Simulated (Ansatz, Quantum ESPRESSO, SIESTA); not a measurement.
# One structure in several programs: FeO (Fm-3m, 4 atoms in the cell)

Self-consistent single point.

```yaml
crystal:
  lattice:
    - [4.34386, 2.17193, 2.17193]
    - [2.17193, 4.34386, 2.17193]
    - [2.17193, 2.17193, 4.34386]
  atoms:
    - { symbol: Fe, position: [0.00000, 0.00000, 0.00000], spin: 4.0 }
    - { symbol: Fe, position: [0.50000, 0.50000, 0.50000], spin: -4.0 }
    - { symbol: O, position: [0.25000, 0.25000, 0.25000] }
    - { symbol: O, position: [0.75000, 0.75000, 0.75000] }
```
(The spins are starting values, not results.)

Shared settings, as Ansatz (an electronic-structure program) writes them: kpoints.mp_grid.grid = 3 3 3; scf.occupations.method = fermi_dirac; scf.occupations.width = 0.02 eV. Potentials and cutoffs stand in the table.

```
code                                                                                                                                model  pressure (GPa)       cutoff
----------------  -----------------------------------------------------------------------------------------------------------------------  --------------  -----------
SIESTA            GGA PBE, numerical atomic orbitals DZP, PseudoDojo PBE standard norm-conserving potentials (rewritten from UPF to PSML)           -8.00  grid 400 Ry
Quantum ESPRESSO                                                                                PBE, PSlibrary PAW (PBE) pseudopotentials           -6.54        55 Ry
Ansatz                                                                                                             PBE, default PAW files           -6.81       420 eV
```

On Ansatz's run: the magnetic order is the one reached from the typed start; others were not searched systematically.

The spread over the programs that give each value: pressure within 1.46 GPa.

SIESTA uses small atom-centred bases, whose incompleteness enters pressures, forces and empty levels differently from a plane-wave cutoff. Ansatz's pressure is given at a fixed set of plane waves, as the other plane-wave codes print theirs; with its correction for the finite basis it is -6.18 GPa (the shift of 0.64 GPa shows how far the cutoff is from converged). In the pressure, SIESTA (by 1.32) lies more than 1 GPa from the median of the plane-wave programs.

On the base mesh (7 7 7) the same programs gave: Ansatz pressure -6.18 GPa; Quantum ESPRESSO pressure -5.94 GPa; SIESTA pressure -7.90 GPa.

The values differ from the base mesh's, so the mesh still matters here: the table compares the programs at equal settings.

The starting cell has typed, rounded lattice constants, without a prior relaxation at this level. Its lattice was rescaled by a random factor within 2.5 % of one.

Left out of this page: GPAW and FLEUR (not drawn, or without a comparable value).

Keys are those of Ansatz 0.2.
